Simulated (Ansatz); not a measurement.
Defect: interstitial Li in alpha Ga2O3, charge state +1. Level of theory: PBE, PAW (plane waves to 420 eV; Ansatz, a first-principles code).

Cell of 120 host sites held at the relaxed PBE lattice; the Γ point alone; Fermi-Dirac width 0.01 eV, spin-restricted; finite-size errors left in. No zero-point or tunnelling terms. The host's phase is taken as given; its stability against other phases was not computed. The charge state is imposed; whether it is stable for some Fermi level was not computed. Sites that were not tried may lie lower.

Barriers: single points on a 2×2×2 k-point mesh shifted by half a step along c at the bands' geometries.

A. a concerted move, in which Li travels most; the atom moves 1.79 Å along (0.00, 0.00, 0.13) of the unit cell; at the start the Li atom holds a host Ga site and a host atom stands off its site; at the end the Li atom holds a host Ga site and a host atom stands off its site; the moving atom starts with neighbours Ga at 2.31, Ga at 2.37; 3 O at 1.88, 3 O at 2.24 Å and ends with Ga at 2.31, Ga at 2.37; 3 O at 1.88, 3 O at 2.24 Å; the start lies 0.72 eV above the lowest site run; saddle order not checked, on a symmetry element.
B. a concerted move, in which Li travels most; the atom moves 2.93 Å along (-0.33, 0.33, 0.02) of the unit cell; at the end the Li atom holds a host Ga site and a host atom stands off its site; the moving atom starts with neighbours 2 Ga at 2.25; 6 O at 2.04 Å and ends with Ga at 2.31, Ga at 2.37; 3 O at 1.88, 3 O at 2.24 Å; saddle order not checked.

A band can be held on a symmetry element, so unchecked saddle points there may be too high.

Problem. Put the candidates in order of forward barrier, lowest first, for PBE, PAW.

Solution. B (1.58 eV), A (1.90 eV)
